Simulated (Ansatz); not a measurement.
A periodic model of amorphous Al28O43Ba:

```xyz
72
Lattice="9.5097 0.5011 0.0234 0.5011 9.1987 0.1115 0.0234 0.1115 9.2268" Properties=species:S:1:pos:R:3 pbc="T T T"
Al     6.4417     3.2073     7.0354
Al     8.9495     4.5799     8.3765
Al     0.5289     8.5556     5.8295
Al     6.6709     9.1872     2.7671
Al     9.5733     4.7669     4.9845
Al     6.3976     6.4098     4.2336
Al     0.9317     6.4747     7.6777
Al     4.8908     7.8331     0.1828
Al     4.0015     8.4924     4.1098
Al     4.5886     3.8496     4.6507
Al     4.2550     6.2211     2.2990
Al     1.3490     1.9728     0.6606
Al     2.0543     7.9987     1.0306
Al     2.4645     6.0231     4.9602
Al     4.6443     1.5949     9.1559
Al     0.2619     1.9105     6.6349
Al     3.1378     8.4826     7.2961
Al     4.9860     1.0682     5.8115
Al     7.9248     6.5876     6.5775
Al     8.6125     3.9005     2.2849
Al     1.1421     5.0994     1.4834
Al     9.1490     0.5530     2.7180
Al     2.5114     2.1190     4.4587
Al     4.8341     5.7862     6.9522
Al     7.4837     2.3111     4.4255
Al     9.3184     7.1197     3.2375
Al     6.3672     4.8054     0.1825
Al     3.7669     3.4340     1.6475
O      4.4300     8.8111     5.8373
O      8.5138     1.4032     5.6360
O      8.1638     3.3673     7.1716
O      6.0371     9.3787     1.0344
O      5.6605     7.8808     3.4393
O      1.2701     0.3959     6.5445
O      0.8184     5.2039     8.9281
O      8.8854     5.6924     2.2024
O      0.5520     8.1589     4.1246
O      0.7065     0.3718     1.2624
O      4.2045     9.4142     8.4975
O      8.1164     6.7277     4.5981
O      7.5967     5.9223     8.2482
O      6.0820     0.9894     4.2125
O      3.7330     5.0443     5.7511
O      3.8168     2.3523     5.6370
O      8.1743     2.0158     2.7354
O      1.0969     6.8840     1.9074
O      6.1585     3.2578     5.3096
O      4.2247     7.0497     7.9464
O      9.4902     5.5440     6.6094
O      8.3000     8.6114     2.3573
O      7.8742     3.8619     0.6167
O      5.3174     3.1275     0.8399
O      6.1888     6.4086     6.0037
O      5.5872     6.2476     0.9591
O      8.2744     3.9720     4.1040
O      8.9813     8.0508     7.0301
O      2.4683     0.6230     3.5897
O      1.9545     7.0936     6.2621
O      0.8824     3.2172     1.8212
O      5.3556     5.1612     3.4821
O      1.0887     2.8271     5.3041
O      3.7103     7.8176     1.5003
O      3.3671     6.8992     3.7994
O      3.5037     3.2032     3.3794
O      1.7411     7.8459     8.5771
O      3.0439     5.0472     1.5490
O      0.6474     2.4453     8.3397
O      5.4936     4.4296     7.8528
O      1.1213     5.3530     4.0862
O      5.7659     1.5912     7.4861
O      3.0782     2.1124     0.6784
Ba     7.9659     0.5705     8.8752
```

Method: PBE, scalar-relativistic without spin-orbit coupling (plane waves to 420 eV, PAW; Ansatz, a program for electronic structure).

A CHGNet melt-quench gave the starting glass, which DFT then relaxed. O atoms were pushed apart under 1.9 Å during the dynamics, to hinder bonds among them. The hot cell started wider than the set density and was brought back towards it in steps. It is the lowest in DFT energy of 2 quenches. It is a model cell: composition and starting density were chosen by hand, and all elements were melted together. No dispersion term was used. Its density started from a set value of 3.26 and ended at 3.26 g/cm³. Cooling (nominally 280 K/ps over its main leg) ran many orders faster than in experiment, which tends to leave more defects and strain. Values belong to this one cell and scatter from quench to quench. The volume was held where the preparation left it and the shape relaxed, at a PBE pressure of 2.1 GPa. Stress components on the final sampling reach 2.1 GPa.

Neighbours within Al-Al 2.66 Å, Al-O 2.24 Å, Al-Ba 3.70 Å, O-O 1.58 Å, O-Ba 3.37 Å, Ba-Ba 4.73 Å count as bonded. Two cations that share two anions don't count as bonded, nor two that share one unless they lie closer than Al-Al 2.59 Å, Al-Ba 3.60 Å, Ba-Ba 4.60 Å.

Task: Give the coordination numbers, mean bond lengths and angles.

Result: 
- Mean coordination of Al by anions: 4.64 (13 with 4, 12 with 5, 3 with 6); 1 close contacts or bonds to cations besides
- Mean coordination of O: 3.21 (1 with 2, 32 with 3, 10 with 4)
- Mean coordination of Ba by anions: 8.00 (1 with 8); 1 close contacts or bonds to cations besides
- Mean Al-O bond: 1.850 Å (spread 0.089 Å, 130 counted)
- Mean O-Ba bond: 2.941 Å (spread 0.236 Å, 8 counted)
- Bond angle at Al: mean 106.9°, spread 24.2°
- Bond angle at O: mean 112.8°, spread 16.6°
- Bond angle at Ba: mean 95.7°, spread 32.7°

Task: List the pairs of like atoms that count as bonded by the rules above.

Result: There are none by these rules.
